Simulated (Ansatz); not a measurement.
We consider Sb2TeO2 (model structure, started from the La2SO2 type, P-3m1, No. 164, 5 atoms in the cell), described by PBEsol (Ansatz, a quantum-chemistry and plane-wave program, PAW).

Numerical settings: plane-wave cutoff 520 eV, 18×18×8 k mesh (along the axes of the cell as run), Fermi–Dirac smearing 0.05 eV, scalar-relativistic PAW data made under PBE.

Cell (relaxed with PBEsol):

```xyz
5
Lattice="3.9638 0.0000 0.0000 -1.9819 3.4328 0.0000 0.0000 0.0000 7.0646" Properties=species:S:1:pos:R:3 pbc="T T T"
Sb     1.9819     1.1443     5.6567
Sb     0.0000     2.2885     1.4079
Te     0.0000     0.0000     3.5323
O      1.9819     1.1443     0.7595
O      0.0000     2.2885     6.3050
```

### Question
Predict the band gap and direct gap at Γ.

### Answer

band gap: 0.08 eV (under three smearing widths, so not firm)
direct gap at Γ: 2.13 eV

Note: the relaxation could raise the start's symmetry but not lower it, so the cell can be a saddle point.

Spin–orbit coupling is not included; it can close the smallest gap of 0.08 eV.

The result took around 90 core-seconds (rough).

A model structure was made by putting elements into a prototype or built by hand; it is no filed structure, need not be a known phase, and can be a saddle point held by its symmetry.
